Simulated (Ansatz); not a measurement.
System: C vacancy in 4H silicon carbide strained by +1.5 % along x and y, z held (charge state +2). Method: PBE, PAW (plane waves to 420 eV; Ansatz, an electronic-structure program).

72-site cell at the strained lattice (strain from the relaxed PBE one, atoms relaxed), a 2×2×2 k-point mesh shifted by half a step along c, smearing 0.01 eV, spin-restricted, no finite-size correction. Static, classical nuclei. The charge state is imposed; whether it is stable for some Fermi level was not computed. Forms of the defect that were not tried may lie lower.

The step: one C atom jumps into the vacancy from a nearby C site. Atoms about the jump, Cartesian Å from the middle of the jump, before and after:

```json
[
 {"atom": "C1", "x0": "0.00", "y0": "-0.91", "z0": "1.26", "x1": "0.00", "y1": "0.91", "z1": "-1.26"},
 {"atom": "Si2", "x0": "0.00", "y0": "-1.04", "z0": "-0.61", "x1": "0.00", "y1": "-0.91", "z1": "-0.77"},
 {"atom": "Si3", "x0": "0.00", "y0": "0.90", "z0": "1.88", "x1": "0.00", "y1": "1.04", "z1": "1.92"},
 {"atom": "Si4", "x0": "1.69", "y0": "1.88", "z0": "-0.60", "x1": "1.58", "y1": "1.82", "z1": "-0.66"},
 {"atom": "C5", "x0": "1.57", "y0": "1.81", "z0": "1.26", "x1": "1.58", "y1": "1.80", "z1": "1.25"},
 {"atom": "Si6", "x0": "-1.69", "y0": "1.88", "z0": "-0.60", "x1": "-1.58", "y1": "1.82", "z1": "-0.66"},
 {"atom": "C7", "x0": "-1.57", "y0": "1.81", "z0": "1.26", "x1": "-1.58", "y1": "1.80", "z1": "1.25"},
 {"atom": "Si8", "x0": "1.59", "y0": "-1.82", "z0": "1.89", "x1": "1.69", "y1": "-1.89", "z1": "1.92"},
 {"atom": "C9", "x0": "1.58", "y0": "-1.81", "z0": "-1.28", "x1": "1.57", "y1": "-1.82", "z1": "-1.26"},
 {"atom": "Si10", "x0": "-1.59", "y0": "-1.82", "z0": "1.89", "x1": "-1.69", "y1": "-1.89", "z1": "1.92"},
 {"atom": "C11", "x0": "-1.58", "y0": "-1.81", "z0": "-1.28", "x1": "-1.57", "y1": "-1.82", "z1": "-1.26"},
 {"atom": "C12", "x0": "3.14", "y0": "-0.91", "z0": "1.27", "x1": "3.14", "y1": "-0.90", "z1": "1.25"},
 {"atom": "Si13", "x0": "3.15", "y0": "-0.92", "z0": "-0.64", "x1": "3.15", "y1": "-0.90", "z1": "-0.66"},
 {"atom": "C14", "x0": "3.14", "y0": "0.89", "z0": "-1.29", "x1": "3.14", "y1": "0.90", "z1": "-1.28"},
 {"atom": "Si15", "x0": "3.15", "y0": "0.89", "z0": "1.89", "x1": "3.15", "y1": "0.91", "z1": "1.90"},
 {"atom": "C16", "x0": "0.00", "y0": "0.90", "z0": "3.78", "x1": "0.00", "y1": "0.89", "z1": "3.78"},
 {"atom": "C17", "x0": "-3.14", "y0": "-0.91", "z0": "1.27", "x1": "-3.14", "y1": "-0.90", "z1": "1.25"},
 {"atom": "Si18", "x0": "-3.15", "y0": "-0.92", "z0": "-0.64", "x1": "-3.15", "y1": "-0.90", "z1": "-0.66"},
 {"atom": "Si19", "x0": "0.00", "y0": "0.90", "z0": "-3.34", "x1": "0.00", "y1": "0.90", "z1": "-3.20"},
 {"atom": "C20", "x0": "-3.14", "y0": "0.89", "z0": "-1.28", "x1": "-3.14", "y1": "0.90", "z1": "-1.28"},
 {"atom": "Si21", "x0": "-3.15", "y0": "0.89", "z0": "1.89", "x1": "-3.15", "y1": "0.91", "z1": "1.90"},
 {"atom": "C22", "x0": "1.56", "y0": "3.63", "z0": "-1.28", "x1": "1.57", "y1": "3.62", "z1": "-1.28"}
]
```

Q: Where do these atoms stand at the saddle point, and how high is it?

A: 
| atom | x | y | z |
|---|---|---|---|
| C1 | 0.21 | 0.09 | 0.33 |
| Si2 | 0.00 | -1.28 | -0.70 |
| Si3 | 0.01 | 1.14 | 1.82 |
| Si4 | 1.57 | 1.69 | -0.51 |
| C5 | 1.65 | 1.97 | 1.36 |
| Si6 | -1.60 | 1.80 | -0.59 |
| C7 | -1.62 | 1.94 | 1.30 |
| Si8 | 1.61 | -1.81 | 1.87 |
| C9 | 1.60 | -1.93 | -1.33 |
| Si10 | -1.67 | -1.88 | 1.93 |
| C11 | -1.61 | -1.94 | -1.30 |
| C12 | 3.14 | -0.88 | 1.27 |
| Si13 | 3.13 | -0.95 | -0.64 |
| C14 | 3.12 | 0.85 | -1.26 |
| Si15 | 3.15 | 0.94 | 1.92 |
| C16 | -0.01 | 0.90 | 3.73 |
| C17 | -3.11 | -0.88 | 1.26 |
| Si18 | -3.13 | -0.95 | -0.65 |
| Si19 | -0.01 | 0.91 | -3.34 |
| C20 | -3.11 | 0.86 | -1.27 |
| Si21 | -3.13 | 0.94 | 1.90 |
| C22 | 1.53 | 3.52 | -1.26 |
It lies 5.12 eV above the start and 5.08 eV above the end. The saddle point's order was not checked. Symmetry-equivalent saddle points exist between the same ends.
